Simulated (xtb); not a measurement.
xtb 6.7.1, GFN1-xTB: CSc1ccc(-c2ccc3c(c2)sc2cc(-c4ccc5c(c4)sc4cc(F)ccc45)ccc23)s1, 51 atoms. The geometry is a generated start, not checked to be a minimum at this level.

```json
{
 "run_flags": "--grad",
 "method": "GFN1-xTB",
 "--acc": "1 (default)",
 "--etemp (K)": "300 (default)",
 "basis_functions": "194",
 "valence_electrons": "164"
}
```

One run each on 1 thread. Values of broydamp tried: 0.02, 0.05, 0.1, 0.2, 0.4 (default), 0.6, 0.8, 1.

Task: Which value of broydamp needs the fewest SCC iterations, and what happens away from it?

Result: Fewest SCC iterations, within one of each other: 0.2 with 12, 0.4 (default) with 11, 0.6 with 12. The count rises to 17 at 0.02. All converge to one solution.

| broydamp | SCC iterations | end |
|---|---|---|
| 0.02 | 17 | same solution |
| 0.05 | 16 | same solution |
| 0.1 | 13 | same solution |
| 0.2 | 12 | same solution |
| 0.4 (default) | 11 | same solution |
| 0.6 | 12 | same solution |
| 0.8 | 13 | same solution |
| 1 | 14 | same solution |
